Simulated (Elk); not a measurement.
```xyz
2
Lattice="0.0000 2.5777 2.5777 2.5777 0.0000 2.5777 2.5777 2.5777 0.0000" Properties=species:S:1:pos:R:3 pbc="T T T"
Li     0.0000     0.0000     0.0500
Cl     2.5777     2.5777     2.5777
```

Level of theory: Elk 10.2.4 with PBEsol, all-electron FP-LAPW, Elk's shipped species files, APW+lo basis with extra local orbitals.

The set-up and first iterations of an Elk log for LiCl (I4mm, 2 atoms in the cell):

```
│ Elk code version 10.2.4 │

All units are atomic (Hartree, Bohr, etc.)

│ Ground-state run starting from atomic densities │

Lattice vectors :
   0.000000000       4.871165929       4.871165929
   4.871165929       0.000000000       4.871165929
   4.871165929       4.871165929       0.000000000

Unit cell volume      :    231.1685590
Brillouin zone volume :    1.073027467

Muffin-tin inner radius fraction :   0.1000000000E-01

Nuclei treated as point charges

Species :    1 (Li)
 parameters loaded from : Li.in
 name : lithium
 nuclear charge    :   -3.000000000
 electronic charge :    3.000000000
 atomic mass :    12652.66897
 muffin-tin radius :    1.800000000
 number of radial points in muffin-tin :    599
 atomic positions (lattice), magnetic fields (Cartesian) :
   1 :   0.00000000  0.00000000  0.00000000    0.00000000  0.00000000  0.00000000

Species :    2 (Cl)
 parameters loaded from : Cl.in
 name : chlorine
   [... lines left out ...]
 using average radius
Maximum |G+k| for APW functions       :    4.000000000
Maximum (1/2)|G+k|²                   :    8.000000000
Maximum |G| for potential and density :    8.900000000
 potential will be trimmed for |G| > 2 gkmax
Constant for pseudocharge density :    5
Radial integration step length :    2

G-vector grid sizes :     20    20    20
Number of G-vectors :     2733

Maximum angular momentum used for
 APW functions                      :   10
 outer part of muffin-tin           :    8
 inner part of muffin-tin           :    4

Total nuclear charge    :   -20.00000000
Total core charge       :    10.00000000
Total valence charge    :    10.00000000
Total excess charge     :    0.000000000
Total electronic charge :    20.00000000

Effective Wigner radius, rₛ :    1.402609320

Number of empty states         :    8
Total number of valence states :   13
Total number of core states    :   10

Conduction state local-orbitals added automatically
Total number of local-orbitals :  196

Exchange-correlation functional :     22     0     0
 PBEsol, Phys. Rev. Lett. 100, 136406 (2008)
 gradient requirement :    1
 generalised gradient approximation (GGA)

Smearing type :    3
 Fermi-Dirac
Smearing width :   0.1837470000E-02
Effective electronic temperature (K) :    580.2271348

Mixing type :    3
 Broyden mixing, J. Phys. A: Math. Gen. 17, L317 (1984)

Kohn-Sham potential initialised from atomic data
│ Self-consistent loop started │
│ Loop number : 1 │
 total energy                :     -471.023765021
│ Loop number : 2 │
 total energy                :     -470.993362340
RMS change in Kohn-Sham potential (target) :    10.55902724     (  0.1000000000E-05)
Absolute change in total energy (target)   :   0.3040268094E-01 (  0.1000000000E-03)
│ Loop number : 3 │
 total energy                :     -469.767363509
RMS change in Kohn-Sham potential (target) :    5.659627839     (  0.1000000000E-05)
Absolute change in total energy (target)   :    1.233599501     (  0.1000000000E-03)
│ Loop number : 4 │
 total energy                :     -468.972908691
RMS change in Kohn-Sham potential (target) :    2.161514342     (  0.1000000000E-05)
Absolute change in total energy (target)   :    1.102854694     (  0.1000000000E-03)
│ Loop number : 5 │
 total energy                :     -468.652238449
RMS change in Kohn-Sham potential (target) :   0.6434776151     (  0.1000000000E-05)
Absolute change in total energy (target)   :   0.5963839146     (  0.1000000000E-03)
│ Loop number : 6 │
 total energy                :     -468.578125380
RMS change in Kohn-Sham potential (target) :   0.1524960472     (  0.1000000000E-05)
Absolute change in total energy (target)   :   0.2232090477     (  0.1000000000E-03)
│ Loop number : 7 │
 total energy                :     -468.689670407
RMS change in Kohn-Sham potential (target) :   0.1191535158E-01 (  0.1000000000E-05)
   [... lines left out ...]
```

Q: How does the run end?

A: The run ended unconverged after 100 iterations. It gives no final result for the task that was set. The log goes on:

```
 total energy                :     -401.193287011
RMS change in Kohn-Sham potential (target) :    3.287695784     (  0.1000000000E-05)
   [... lines left out ...]
RMS change in Kohn-Sham potential (target) :   0.3441827879     (  0.1000000000E-05)
Absolute change in total energy (target)   :    3.575692628     (  0.1000000000E-03)
│ Loop number : 98 │
 total energy                :     -457.089489234
RMS change in Kohn-Sham potential (target) :   0.3166317737     (  0.1000000000E-05)
Absolute change in total energy (target)   :    1.940767903     (  0.1000000000E-03)
│ Loop number : 99 │
 total energy                :     -458.417977268
RMS change in Kohn-Sham potential (target) :   0.2827036733     (  0.1000000000E-05)
Absolute change in total energy (target)   :    1.813680009     (  0.1000000000E-03)
│ Loop number : 100 │
Reached self-consistent loops maximum

Energies :
 Fermi                       :     0.410623785471
 total energy                :     -460.922365959

Density of states at Fermi energy :   0.5441976621E-07
 (states/Hartree/unit cell)

Estimated indirect band gap :   0.2169861116
 from k-point      1 to k-point      1
Estimated direct band gap   :   0.2169861116
 at k-point      1

Charges :
 core                        :    10.00000000
 valence                     :    10.00000000
 interstitial                :    2.221718082
 muffin-tins (core leakage)
  species :    1 (Li)
   atom    1                 :    2.098999419     (   0.000000000    )
  species :    2 (Cl)
   atom    1                 :    15.67928250     (  0.1571445259E-04)
 total in muffin-tins        :    17.77828192
 total calculated charge     :    19.99996482
 total charge                :    20.00000000
 error                       :   0.3518368326E-04

│ Self-consistent loop stopped │

   [... lines left out ...]
   IBS                       :     0.00000000    0.00000000    0.00624986
   total force               :     0.00000000    0.00000000    0.00603991
   total magnitude           :     0.00603991
 species :    2 (Cl)
  atom :    1
   Hellmann-Feynman          :     0.00000000    0.00000000   -0.00292230
   IBS                       :    -0.00000000   -0.00000000   -0.00311762
   total force               :     0.00000000    0.00000000   -0.00603991
   total magnitude           :     0.00603991
```

The starting cell has typed, rounded lattice constants, without a prior relaxation at this level. Its lattice was rescaled by up to half a per cent. One atom was moved a little off its site on purpose. Values depend on the basis (sphere radii, cutoffs, local orbitals), which need not be converged.

The run was DFT, PBEsol, all-electron FP-LAPW, Elk's shipped species files, APW+lo basis with extra local orbitals. Main settings of its input:

| key | value |
|---|---|
| xctype | 22 |
| rgkmax | 8 |
| swidth | 0.00183747 Ha |
| ngridk | 3 3 3 |
| tforce | true |
| gmaxvr | 8.9 1/bohr |
| lmaxapw | 10 |
| lmaxo | 8 |
| nxlo | 2 |
| lorbcnd | true |
| lradstp | 2 |
| nrmtscf | 2 |
